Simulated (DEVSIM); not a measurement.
Device: Si n-p junction from an implanted or diffused profile, at 300 K.

```
layer (left to right)  material  thickness (μm)  Na (cm⁻³)  τn (s)  τp (s)
---------------------  --------  --------------  ---------  ------  ------
1                            Si            7.40     7.5e15    3e-7    3e-7
```

Added donor profile: 1.7e18 cm⁻³ × exp(−(x − 0 μm)²/(2·(0.11 μm)²)). Left contact: ohmic. Right contact: ohmic. Voltage is applied to the left contact. Recombination: SRH at mid-gap, radiative, Auger. Mobility is constant in doping.

This is a model device: material constants are rounded textbook-type values typed into the input, and sizes, dopings and lifetimes were drawn at random. Values at 300 K.

```csv
parameter,Si
gap (eV),1.124
affinity (eV),4.05
permittivity,11.7
Nc (cm⁻³),2.86e19
Nv (cm⁻³),3.1e19
μn (cm²/Vs),1417
μp (cm²/Vs),470
B (cm³/s),4.7e-15
Cn (cm⁶/s),2.8e-31
Cp (cm⁶/s),9.9e-32
```

Model (solved in DEVSIM): 1D drift-diffusion, Boltzmann statistics, complete ionisation; no tunnelling, impact ionisation, image-force lowering or self-heating.

Q: Tabulate band edges, carrier densities and field at 10.0 V on the left contact.

A: Energies count from the Fermi level of the right contact; mesh points crowd at the junctions.

```json
[
 {"x (μm)": "0.000", "Ec (eV)": "-9.927", "Ev (eV)": "-11.051", "n (cm⁻³)": "1.7e18", "p (cm⁻³)": "< 1e2", "field (V/cm)": "68"},
 {"x (μm)": "0.01744", "Ec (eV)": "-9.927", "Ev (eV)": "-11.051", "n (cm⁻³)": "1.7e18", "p (cm⁻³)": "< 1e2", "field (V/cm)": "370"},
 {"x (μm)": "0.04319", "Ec (eV)": "-9.925", "Ev (eV)": "-11.049", "n (cm⁻³)": "1.6e18", "p (cm⁻³)": "< 1e2", "field (V/cm)": "930"},
 {"x (μm)": "0.07658", "Ec (eV)": "-9.921", "Ev (eV)": "-11.045", "n (cm⁻³)": "1.3e18", "p (cm⁻³)": "< 1e2", "field (V/cm)": "1600"},
 {"x (μm)": "0.1410", "Ec (eV)": "-9.905", "Ev (eV)": "-11.029", "n (cm⁻³)": "7.4e17", "p (cm⁻³)": "< 1e2", "field (V/cm)": "3000"},
 {"x (μm)": "0.2046", "Ec (eV)": "-9.880", "Ev (eV)": "-11.004", "n (cm⁻³)": "2.7e17", "p (cm⁻³)": "< 1e2", "field (V/cm)": "6900"},
 {"x (μm)": "0.2750", "Ec (eV)": "-9.489", "Ev (eV)": "-10.613", "n (cm⁻³)": "7.5e10", "p (cm⁻³)": "< 1e2", "field (V/cm)": "110000"},
 {"x (μm)": "0.3608", "Ec (eV)": "-8.339", "Ev (eV)": "-9.463", "n (cm⁻³)": "9200", "p (cm⁻³)": "2300", "field (V/cm)": "140000"},
 {"x (μm)": "0.4268", "Ec (eV)": "-7.409", "Ev (eV)": "-8.533", "n (cm⁻³)": "8900", "p (cm⁻³)": "4200", "field (V/cm)": "140000"},
 {"x (μm)": "0.4950", "Ec (eV)": "-6.490", "Ev (eV)": "-7.614", "n (cm⁻³)": "8700", "p (cm⁻³)": "6400", "field (V/cm)": "130000"},
 {"x (μm)": "0.5878", "Ec (eV)": "-5.327", "Ev (eV)": "-6.450", "n (cm⁻³)": "8500", "p (cm⁻³)": "10000", "field (V/cm)": "120000"},
 {"x (μm)": "0.8684", "Ec (eV)": "-2.415", "Ev (eV)": "-3.539", "n (cm⁻³)": "7700", "p (cm⁻³)": "27000", "field (V/cm)": "87000"},
 {"x (μm)": "1.331", "Ec (eV)": "0.392", "Ev (eV)": "-0.732", "n (cm⁻³)": "3000", "p (cm⁻³)": "1.6e7", "field (V/cm)": "34000"},
 {"x (μm)": "2.339", "Ec (eV)": "0.909", "Ev (eV)": "-0.215", "n (cm⁻³)": "1900", "p (cm⁻³)": "7.5e15", "field (V/cm)": "≈ 0"},
 {"x (μm)": "4.732", "Ec (eV)": "0.909", "Ev (eV)": "-0.215", "n (cm⁻³)": "8400", "p (cm⁻³)": "7.5e15", "field (V/cm)": "≈ 0"},
 {"x (μm)": "5.959", "Ec (eV)": "0.909", "Ev (eV)": "-0.215", "n (cm⁻³)": "12000", "p (cm⁻³)": "7.5e15", "field (V/cm)": "≈ 0"},
 {"x (μm)": "6.658", "Ec (eV)": "0.909", "Ev (eV)": "-0.215", "n (cm⁻³)": "14000", "p (cm⁻³)": "7.5e15", "field (V/cm)": "≈ 0"},
 {"x (μm)": "7.007", "Ec (eV)": "0.909", "Ev (eV)": "-0.215", "n (cm⁻³)": "14000", "p (cm⁻³)": "7.5e15", "field (V/cm)": "≈ 0"},
 {"x (μm)": "7.239", "Ec (eV)": "0.909", "Ev (eV)": "-0.215", "n (cm⁻³)": "15000", "p (cm⁻³)": "7.5e15", "field (V/cm)": "≈ 0"},
 {"x (μm)": "7.323", "Ec (eV)": "0.909", "Ev (eV)": "-0.215", "n (cm⁻³)": "15000", "p (cm⁻³)": "7.5e15", "field (V/cm)": "≈ 0"},
 {"x (μm)": "7.372", "Ec (eV)": "0.909", "Ev (eV)": "-0.215", "n (cm⁻³)": "15000", "p (cm⁻³)": "7.5e15", "field (V/cm)": "≈ 0"},
 {"x (μm)": "7.400", "Ec (eV)": "0.909", "Ev (eV)": "-0.215", "n (cm⁻³)": "15000", "p (cm⁻³)": "7.5e15", "field (V/cm)": "≈ 0"}
]
```
